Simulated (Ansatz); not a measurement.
Take K₂TiCl₆ (space group Fm-3m, No. 225; a = 9.732 Å) as the base. Axes: x, y, z lie along the cube axes.

Level of theory: PBEsol, PAW, 420 eV (Ansatz, a program for electronic structure; spin-orbit coupling left out).

Strains are applied to the cell and any free atomic positions relax.

One change was made to it. Results:

```json
[
 {"quantity": "shortest interatomic distance", "base": "2.333 Å", "after": "2.325 Å"},
 {"quantity": "pressure (mean of the normal stresses, compression positive)", "base": "0.00 GPa", "after": "0.39 GPa"},
 {"quantity": "energy relative to the base (free energy F)", "base": "0 meV/atom", "after": "+1.1 meV/atom"}
]
```

Task: Name the change that was made.
A. isotropic strain +4.95 %
B. isotropic strain +4.91 %
C. strain tensor (xx, yy, zz, yz, xz, xy) = (+0.51, −1.02, −1.83, +0.28, −0.30, −0.47) %

Result: C, strain tensor (xx, yy, zz, yz, xz, xy) = (+0.51, −1.02, −1.83, +0.28, −0.30, −0.47) %. For comparison, the energy relative to the base in the other runs: isotropic strain +4.91 % gives +20 meV/atom; isotropic strain +4.95 % gives +20 meV/atom.

No phonon test of stability was made. The final runs are not spin-polarised.
